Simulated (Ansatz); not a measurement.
Density of states of Y₂MgO₄ (Fd-3m, 14 atoms in the cell).

```yaml
crystal:
  lattice:
    - [0.00000, 4.54622, 4.54622]
    - [4.54622, 0.00000, 4.54622]
    - [4.54622, 4.54622, 0.00000]
  atoms:
    - { symbol: Y, position: [0.12500, 0.12500, 0.12500] }
    - { symbol: Y, position: [0.62500, 0.12500, 0.12500] }
    - { symbol: Y, position: [0.12500, 0.62500, 0.12500] }
    - { symbol: Y, position: [0.12500, 0.12500, 0.62500] }
    - { symbol: Mg, position: [0.75000, 0.75000, 0.75000] }
    - { symbol: Mg, position: [0.50000, 0.50000, 0.50000] }
    - { symbol: O, position: [0.36260, 0.36260, 0.36260] }
    - { symbol: O, position: [0.91220, 0.36260, 0.36260] }
    - { symbol: O, position: [0.36260, 0.91220, 0.36260] }
    - { symbol: O, position: [0.36260, 0.36260, 0.91220] }
    - { symbol: O, position: [0.88740, 0.88740, 0.88740] }
    - { symbol: O, position: [0.33780, 0.88740, 0.88740] }
    - { symbol: O, position: [0.88740, 0.33780, 0.88740] }
    - { symbol: O, position: [0.88740, 0.88740, 0.33780] }
```

Method: PBE (plane waves, PAW; Ansatz, a first-principles code).

SCF settings: kpoints.mp_grid.grid = 4 4 4; hamiltonian.xc = pbe; hamiltonian.pseudopotentials = {kind: paw} (the program's default PAW files); scf.occupations.method = gaussian; scf.occupations.width = 0.0073 Ry. Keys of the DOS step: output.dos.nscf_kmesh.grid = 6 6 6.

The starting cell was generated: these elements placed on a structure prototype, without a prior relaxation; it need not be a known phase or ordering of this composition.

Total DOS (both spins), as means of the tabulated values in each energy bin; the zero is the program's Fermi level or highest filled level, and the curve is cut to this window:

```
E (eV) | states/eV/cell
    -7.88 |  0.00
    -7.62 |  0.00
    -7.38 |  0.00
    -7.12 |  0.00
    -6.88 |  0.00
    -6.62 |  0.00
    -6.38 |  0.21
    -6.12 | # 0.68
    -5.88 | # 1.12
    -5.62 | ## 1.75
    -5.38 | #### 3.30
    -5.12 | ####### 5.97
    -4.88 | ########## 8.54
    -4.62 | ############# 10.5
    -4.38 | ##################### 17.3
    -4.12 | ###################### 18.4
    -3.88 | ############################## 24.9
    -3.62 | ############### 12.1
    -3.38 | ######## 6.66
    -3.12 | ################### 15.7
    -2.88 | ################## 14.8
    -2.62 | ############################ 23.6
    -2.38 | ###################### 18.1
    -2.12 | ########## 8.26
    -1.88 |  0.00
    -1.62 |  0.00
    -1.38 |  0.00
    -1.12 |  0.00
    -0.88 |  0.00
    -0.62 |  0.00
    -0.38 |  0.00
    -0.12 |  0.00
     0.12 |  0.00
     0.38 |  0.00
     0.62 |  0.00
     0.88 |  0.00
     1.12 |  0.00
     1.38 |  0.00
     1.62 |  0.00
     1.88 |  0.00
     2.12 |  0.02
     2.38 |  0.22
     2.62 |  0.41
     2.88 | ## 1.33
     3.12 | ### 2.41
     3.38 | ##### 3.78
     3.62 | ######### 7.81
     3.88 | ########## 8.50
     4.12 | ######### 7.18
     4.38 | ######## 6.57
     4.62 | ####### 5.88
     4.88 | ######### 7.26
     5.12 | ################# 14.3
```

The gap on the SCF mesh is 4.10 eV.

Keys are those of Ansatz 0.2.
